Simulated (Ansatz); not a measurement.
Take Hf in the hcp (Mg type) structure (space group P6_3/mmc, No. 194; relaxed with 0.1 eV smearing) as the base.

```yaml
crystal:
  lattice:
    - [3.19829, 0.00000, 0.00000]
    - [-1.59915, 2.76980, 0.00000]
    - [0.00000, 0.00000, 5.04882]
  atoms:
    - { symbol: Hf, position: [0.66667, 0.33333, 0.75000] }
    - { symbol: Hf, position: [0.33333, 0.66667, 0.25000] }
```

All numbers come from r2SCAN (Ansatz, a quantum-chemistry and plane-wave program, PAW, no spin-orbit coupling).

For the base:

- Pressure: 0.0 GPa
- Band gap: zero

It is then changed as follows: an isotropic linear strain of −0.50 %, atoms relaxed at fixed cell.

How does this affect the pressure, energy relative to the base and band gap?

The pressure (mean of the normal stresses, compression positive) goes from zero to 1.7 GPa; the energy rises by 1.7 meV/atom; the band gap remains zero.

Whether these cells are dynamically stable was not tested. The final runs are not spin-polarised.
